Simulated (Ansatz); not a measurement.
The starting structures come from a database of crystals and need not be the phases stable at ambient conditions.

Data:

```
CELL_PARAMETERS angstrom
      5.78657     0.00000     0.00000
      2.89328     9.55119     0.00000
      2.89328    -0.87644     2.75734
ATOMIC_POSITIONS crystal
  La 0.13497 0.86503 0.36503
  La 0.36503 0.13497 0.63497
  Ag 0.00000 0.50000 0.50000
  Ag 0.50000 0.50000 0.50000
  S  0.69304 0.30696 0.80696
  S  0.80696 0.69304 0.19304
  O  0.00000 0.00000 0.00000
  O  0.50000 0.00000 0.00000
```

Space group of this cell: P4/nmm. The cell is taken as given; by r2SCAN its mean pressure is -1.2 GPa.

Transport runs along the normal of the first two printed cell vectors, the (111) plane of the conventional cell.

No gap correction and no spin-orbit coupling; mid-gap values are interpolated between computed energies.

Task: Estimate the band gap and the smallest decay constant κ at mid-gap that r2SCAN run with Ansatz (a first-principles code) returns for this system.

Result: Gap 1.75 eV on a 12×12×12 mesh; κ = 0.196 1/Å, at the zone centre.
